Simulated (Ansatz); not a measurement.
Consider SiC in the zinc blende structure (space group F-43m, No. 216; a = 4.3563 Å).

All numbers come from plane-wave PAW DFT at the r2SCAN level (Ansatz, a first-principles code, 500 eV), no spin-orbit coupling.

For the base:

* **Hole mass**: 0.35, 0.57, 0.57 mₑ (at Γ)
* **Electron mass**: 0.64 mₑ along k, 0.23 mₑ across (at X)
* **Band gap**: 1.71 eV

One thing is altered: cell and atoms relaxed at a pressure of 15 GPa.

Problem. Estimate the effect on the hole mass.

Solution. The hole mass (degenerate bands, along [100]) changes from 0.35, 0.57, 0.57 mₑ (at Γ) to 0.38, 0.58, 0.58 mₑ (at Γ).

Problem. What does the calculation give for the electron mass after the change?

Solution. The electron mass goes from 0.64 mₑ along k, 0.23 mₑ across (at X) to 0.62 mₑ along k, 0.22 mₑ across (at X).

Problem. What does the calculation give for the band gap after the change?

Solution. The band gap shrinks by 0.04 eV, from 1.71 eV to 1.67 eV.

Load acts through the strain it causes; cell and atoms are relaxed under it. Masses are band curvatures over ±0.01 Å⁻¹ around the edge. Along k means along the line from Γ to the band edge. No phonon test of stability was made. Competing high-pressure phases were not computed.
